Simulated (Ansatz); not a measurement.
The starting structures come from a database of crystals and need not be the phases stable at ambient conditions.

By PBEsol, the system below comes out a metal.

The ballistic (Sharvin) conductance counts the channels at the Fermi level: G/A = (e²/h) × channels of both spins per area.

```
CELL_PARAMETERS angstrom
      4.97629     0.00000     0.00000
      0.00000     7.03754     0.00000
      0.00000     3.51877     3.51877
ATOMIC_POSITIONS crystal
  Mo 0.50000 0.75000 0.25000
  Mo 0.50000 0.25000 0.75000
  Mo 0.00000 0.50000 0.25000
  Mo 0.00000 0.50000 0.75000
  Mo 0.25000 0.00000 0.50000
  Mo 0.75000 0.00000 0.50000
  Os 0.00000 0.00000 0.00000
  Os 0.50000 0.50000 0.00000
```

Space group of this cell: Pm-3n, A15 (Cr3Si type). The cell is taken as given; by PBEsol its mean pressure is -6.1 GPa.

The current flows along the normal of the first two printed cell vectors, the (110) plane of the conventional cell. No spin-orbit coupling; the value is a mean over 0.1 eV about the Fermi level.

Problem. Give the ballistic conductance per area that Ansatz (a program for electronic structure) with PBEsol yields.

Solution. 0.98 × 10¹⁵ S/m² for both spins.
